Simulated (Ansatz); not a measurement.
# How the bulk modulus B0 of AlO (model structure, started from the beta GaS type, P6₃/mmc, No. 194, 8 atoms in the cell) moves with the method

No measured value is used here.

| level (code) | value (GPa) | cell (Å³/atom) |
|---|---|---|
| LDA (Ansatz) | ? | 11.70 |
| PBE (Ansatz) | 5.37 | 13.82 |
| PBEsol (Ansatz) | 25.1 | 12.46 |
| r²SCAN (Ansatz) | 40.1 | 12.35 |

**Question.** What belongs in the gaps?

**Answer.** 
- LDA (Ansatz, a quantum-chemistry and plane-wave program), value (GPa): 60.5

LDA, PBE, PBEsol, r²SCAN: the bulk modulus is −V dP/dV from two relaxed cells at ±2 % in volume. Each level is taken at its own relaxed cell. Cutoffs differ between the levels. Ansatz's density-functional and Hartree–Fock values are scalar-relativistic unless marked +SOC, with PAW data made under PBE.

A model structure was made by putting elements into a prototype or built by hand; it is no filed structure, need not be a known phase, and can be a saddle point held by its symmetry.
